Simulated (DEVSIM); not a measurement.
System: Mo/AlN/p-Ge capacitor, at 400 K.

| layer (left to right) | material | thickness (nm) | Na (cm⁻³) |
|---|---|---|---|
| 1 | AlN | 14.0 | - |
| 2 | Ge | 3700 | 2.6e16 |

Metal gate on the left, work function 4.6 eV. Fixed charge at the semiconductor interface 0 cm⁻² (in units of +e); no interface traps.

This is a model device: material constants are rounded textbook-type values typed into the input, and sizes, dopings and lifetimes were drawn at random. Values at 300 K; Nc and Nv go as T^1.5, mobilities as T to minus their exponent, the gap by Varshni's rule with the affinity fixed.

| parameter | AlN | Ge |
|---|---|---|
| gap (eV) | 6.1 | 0.664 |
| affinity (eV) | 1.9 | 4 |
| permittivity | 8.5 | 16 |
| Nc (cm⁻³) | - | 1.04e19 |
| Nv (cm⁻³) | - | 6e18 |
| Varshni α (eV/K) | - | 0.000477 |
| Varshni β (K) | - | 235 |

Model (solved in DEVSIM): 1D Poisson equation in equilibrium, Boltzmann statistics, complete ionisation; no quantum confinement or tunnelling. Metal contacts follow the ideal Schottky-Mott rule: no Fermi-level pinning, no interface dipoles.

**Question.** Tabulate band edges, carrier densities and field at -0.6 V on the gate.

**Answer.** Energies count from the Fermi level of the right contact; mesh points crowd at the junctions.

```tsv
x (μm)	Ec (eV)	Ev (eV)	n (cm⁻³)	p (cm⁻³)	field (V/cm)
0.000	3.300	-2.800	< 1e2	< 1e2	-420000
0.001431	3.240	-2.860	< 1e2	< 1e2	-420000
0.004167	3.125	-2.975	< 1e2	< 1e2	-420000
0.009062	2.919	-3.181	< 1e2	< 1e2	-420000
0.01283	2.761	-3.339	< 1e2	< 1e2	-420000
0.01412	0.609	-0.015	3.4e11	6.0e18	-210000
0.01574	0.582	-0.043	7.5e11	2.7e18	-140000
0.02170	0.528	-0.096	3.6e12	5.7e17	-60000
0.03351	0.483	-0.141	1.3e13	1.5e17	-25000
0.05946	0.446	-0.178	3.9e13	5.2e16	-7900
0.1216	0.425	-0.199	7.0e13	2.9e16	-1000
0.3344	0.422	-0.202	7.8e13	2.6e16	≈ 0
0.7629	0.422	-0.202	7.8e13	2.6e16	≈ 0
1.704	0.422	-0.202	7.8e13	2.6e16	≈ 0
3.045	0.422	-0.202	7.8e13	2.6e16	≈ 0
3.428	0.422	-0.202	7.8e13	2.6e16	≈ 0
3.588	0.422	-0.202	7.8e13	2.6e16	≈ 0
3.661	0.422	-0.202	7.8e13	2.6e16	≈ 0
3.697	0.422	-0.202	7.8e13	2.6e16	≈ 0
3.707	0.422	-0.202	7.8e13	2.6e16	≈ 0
3.712	0.422	-0.202	7.8e13	2.6e16	≈ 0
3.714	0.422	-0.202	7.8e13	2.6e16	≈ 0
```
